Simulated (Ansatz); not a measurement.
# A computed series for hypothetical P6_3/mmc HgI2: response to strain

Start from HgI2 in the 2H-MoS2 type structure (space group P6_3/mmc, No. 194; a = 4.166 Å, c = 14.183 Å; a hypothetical phase, not in the database extracts checked).

Strains are applied to the cell and any free atomic positions relax.

Method: Kohn–Sham DFT with the PBE-D3(BJ) functional, run in Ansatz (a first-principles code) with PAW and 420 eV plane waves, no spin-orbit coupling.

Computed cases, in order: isotropic strain −4.21 %; the unstrained base; isotropic strain +1.40 %; isotropic strain +4.21 %.

Problem. Between which two neighbouring cases does the band gap open or close?

Solution. Between isotropic strain −4.21 % (zero) and the unstrained base (0.34 eV). The whole series: isotropic strain −4.21 %: zero; the unstrained base: 0.34 eV; isotropic strain +1.40 %: 0.45 eV; isotropic strain +4.21 %: 0.59 eV.

A case with no gap was solved on a k-mesh chosen for an insulator, which is coarse for it. With Hg and I present, leaving out spin-orbit coupling can change the band edges. Whether these cells are dynamically stable was not tested. All final runs are without spin polarisation. A zero or small gap of HgI2 under isotropic strain −4.21 % can be the functional's error rather than a property of the material.
